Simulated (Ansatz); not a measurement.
Take MgO in the rock salt structure (space group Fm-3m, No. 225; a = 4.214 Å) as the base. Axes: x, y, z lie along the cube axes.

The change: the symmetric strain tensor [0.0025 0.0057 0.0022; 0.0057 0.0047 0.0031; 0.0022 0.0031 -0.0009], atoms relaxed at fixed cell.

Levels (all Ansatz, a quantum-chemistry and plane-wave program, PAW): PBEsol (420 eV, without spin-orbit coupling); r2SCAN (500 eV, without spin-orbit coupling); HSE06 (420 eV, spin-orbit coupling left out).

One geometry, relaxed with PBEsol, under each level:

| level | band gap | lowest conduction level above the VBM at special points | electron mass | pressure |
|---|---|---|---|---|
| PBEsol | 4.51 eV | Γ 4.51 eV; R 7.61 eV; Z 7.62 eV; Y 7.66 eV | 0.34 mₑ (at Γ) | -0.96 GPa |
| r2SCAN | 5.50 eV | Γ 5.50 eV; R 8.68 eV; Z 8.69 eV; Y 8.73 eV | 0.36 mₑ (at Γ) | -2.12 GPa |
| HSE06 | ___ | ___ | – | – |

Give the withheld HSE06 results.


- HSE06, band gap: 6.35 eV
- HSE06, lowest conduction level above the VBM at special points: Γ 6.35 eV; R 9.55 eV; Z 9.56 eV

Single points use the geometry relaxed with PBEsol. Their cutoffs differ, which shifts pressures a little. Effective masses come from finite differences of ±0.01 Å⁻¹. Whether these cells are dynamically stable was not tested. The base started in Pnma and relaxed to Fm-3m at this level. Labels are those of the standard path for the cell's own space group.
